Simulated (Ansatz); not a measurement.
**Equilibrium volume per atom of SnO (model structure, started from the 4H type, P6₃mc, No. 186, 8 atoms in the cell) at several levels of theory**

No measured value is used here.

| level (code) | value (Å³/atom) |
|---|---|
| PBE (Ansatz) | 22.47 |
| PBEsol (Ansatz) | (withheld) |
| PBE-D3(BJ) (Ansatz) | 19.79 |

Task: Some entries are withheld; supply them.

Result: 
- PBEsol (Ansatz, a first-principles code), value (Å³/atom): 19.70

Ansatz's density-functional and Hartree–Fock values are scalar-relativistic unless marked +SOC, with PAW data made under PBE.

A model structure was made by putting elements into a prototype or built by hand; it is no filed structure, need not be a known phase, and can be a saddle point held by its symmetry.
